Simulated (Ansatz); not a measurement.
Input and report of a finite-temperature phonon run in Ansatz (PBEsol). The cell was generated from a structure type, relaxed within its symmetry, and need not be the phase found at ambient conditions. The cell is strained by 1.0 % in length from its relaxed static size. Melting and transitions to other phases are not modelled.

Ansatz 0.2 input:
```yaml
crystal:
  lattice:
    - [4.451024122, 0.0, 0.0]
    - [0.0, 4.451024122, 0.0]
    - [0.0, 0.0, 4.451024122]
  atoms:
    - { symbol: K, position: [0.0, 0.0, 0.0] }
    - { symbol: Ca, position: [0.5, 0.5, 0.5] }
    - { symbol: F, position: [0.0, 0.5, 0.5] }
    - { symbol: F, position: [0.5, 0.5, 0.0] }
    - { symbol: F, position: [0.5, 0.0, 0.5] }
kpoints:
  mp_grid: { grid: [4, 4, 4] }
hamiltonian:
  xc: pbesol
  pseudopotentials: { kind: paw }
scf:
  occupations: { method: fixed }
phonons:
  supercell: [2, 2, 2]
  self_consistent:
    temperatures: [300, 600]
    max_frequency_error: 3.0
    max_frames: 240
checkpoint:
  write: run
output:
  stress: true
```

```
--- Phonons at temperature: the self-consistent harmonic approximation ---
  52 frames of 40 atoms (2×2×2 cells), in populations of 8, 8, 8, 12 at 600 K and 8, 8 at 300 K: nothing lacks frames
  of 52 their SCF's own steps read whether they stand on a minimum of the electronic energy; no probe, look outside the group or whole filling of a shell is made of a frame, whatever scf.lower_state_search; one on another minimum than the …
  at 300 K
    the largest error of a frequency is 0.15 times what was asked for; the fitted model misses 3.4 % of the forces, every mode counted alike and far frames for less, of frames that it was not fitted to; the frames count as 15.8 of this …
    softest of the free energy's second derivatives: -19.41 ± 1.26 cm⁻¹ at q 0.5000 0.0000 0.5000; ahead of this temperature's last population -19.07
    the free energy falls along one of these modes: the crystal does not stand in this phase at this temperature
    the ions' mean positions are those at rest
    free energy -5720.025128 ± 0.000380 eV a cell, of which vibrations -0.168938; entropy 164.447 ± 0.061 J/(mol·K) of cells
      by the supercell's own 117 modes alone, which lack the rigid motions: not to be laid beside figures on a mesh. There are none: the force constants hold no dipole–dipole term between the supercell's wave vectors
      the supercell's own free energy is the best Gaussian's, an upper bound on the crystal's: what lies beyond it on the fitted surface stands below, to be added
    pressure -1.0523 ± 0.0147 GPa; at rest -1.4603, so that the ions' motion makes +0.4081
      stress (GPa, positive in compression): xx -1.0523 ± 0.0147, yy -1.0523 ± 0.0147, zz -1.0523 ± 0.0147, yz 0.0000 ± 0.0000, xz 0.0000 ± 0.0000, xy -0.0000 ± 0.0000
      by the supercell's own 117 modes alone, which lack the rigid motions: in the warmth about 1/40 of what the motion makes, which no ± holds; not to be laid beside figures on a mesh
    beyond the Gaussian, in the hollow that it stands in and those that the ions reach from there, by exact statistics on the surface that is fitted to the frames (rings of 6 beads):
      1 configuration(s) of the rings are solved and fitted beside the frames
      free energy -0.038082 ± 0.001402 eV a cell
      leaving out a pair of frames, or group of many, changes the fitted energy by up to 0.08 k_B T, T the rings' temperature (one standard deviation); of these ± those of the frequencies lack the bias that few frames leave, and those of …
      pressure -0.5679 ± 0.0193 GPa; with it, by the rings' own mean, -1.6221 ± 0.0224, so that the ions' motion makes -0.1618: by the supercell's own 117 modes alone, as the Gaussian's
      mean square displacement, over the three axes, of site 3 from 0, F, the most changed: 0.21865 ± 0.00190 Å², of which +0.09163 beyond the Gaussian's
      softest frequency by how far the rings' centres move (above zero always: no sign of whether the crystal stands): 23.94 ± 0.47 cm⁻¹ at q 0.5000 0.5000 0.5000
    frequencies (cm⁻¹; below zero: imaginary; ±: error) of the harmonic crystal, of the Gaussian, of the free energy's second derivatives, each in its own ascending order
      q 0.0000 0.0000 0.0000
           -55.81       81.43 ±  0.41       68.51 ±  0.78
           -55.81       81.43 ±  0.41       68.51 ±  0.78
           -55.81       81.43 ±  0.41       68.51 ±  0.78
            64.38      109.23 ±  0.19       97.49 ±  0.46
            64.38      109.23 ±  0.19       97.49 ±  0.46
            64.38      109.23 ±  0.19       97.49 ±  0.46
           186.04      192.78 ±  0.43      189.68 ±  0.52
           186.04      192.78 ±  0.43      189.68 ±  0.52
           186.04      192.78 ±  0.43      189.68 ±  0.52
           390.89      370.63 ±  0.53      362.00 ±  0.72
           390.89      370.63 ±  0.53      362.00 ±  0.72
           390.89      370.63 ±  0.53      362.00 ±  0.72
      q 0.0000 0.0000 0.5000, and 2 like it
           -40.91       70.74 ±  0.25       57.76 ±  0.61
           -40.91       70.74 ±  0.25       57.76 ±  0.61
            30.75       75.23 ±  0.17       60.61 ±  0.53
            30.75       75.23 ±  0.17       60.61 ±  0.53
            83.85      122.71 ±  0.32      110.37 ±  0.60
           105.20      126.03 ±  0.50      113.25 ±  3.81
           113.28      132.27 ±  0.23      125.26 ±  0.37
           113.28      132.27 ±  0.23      125.26 ±  0.37
           142.16      155.54 ±  0.33      143.88 ±  0.77
           159.36      169.95 ±  0.19      165.17 ±  0.41
           159.36      169.95 ±  0.19      165.17 ±  0.41
           339.79      338.92 ±  0.57      330.64 ±  4.26
           390.37      369.89 ±  0.50      359.91 ±  0.73
           390.37      369.89 ±  0.50      359.91 ±  0.73
           425.38      406.61 ±  0.58      393.98 ±  2.77
      q 0.0000 0.5000 0.5000, and 2 like it
           -87.00       36.96 ±  0.17      -19.41 ±  1.26
           -55.64       75.17 ±  0.16       57.74 ±  1.59
           -55.64       76.56 ±  0.22       57.74 ±  1.59
            24.56       76.56 ±  0.22       60.00 ±  0.65
           102.03      130.94 ±  0.23      121.69 ±  1.00
           102.03      130.94 ±  0.23      121.69 ±  1.00
           126.86      134.77 ±  0.29      127.25 ±  0.36
           126.86      135.96 ±  0.16      127.25 ±  0.36
           133.31      135.96 ±  0.16      132.68 ±  0.32
           202.48      218.51 ±  0.26      208.95 ±  0.76
           308.83      302.31 ±  0.27      295.62 ±  0.44
           308.83      302.31 ±  0.27      295.62 ±  0.44
           357.10      335.56 ±  0.36      325.60 ±  0.82
           389.87      369.32 ±  0.47      357.85 ±  0.69
           446.98      427.54 ±  0.50      416.06 ±  0.87
      q 0.5000 0.5000 0.5000
           -88.32       33.03 ±  0.25      -15.54 ±  3.38
           -88.32       33.03 ±  0.25      -15.54 ±  3.38
```

Cost: very roughly 50 core-minutes.

Ansatz is a first-principles code.
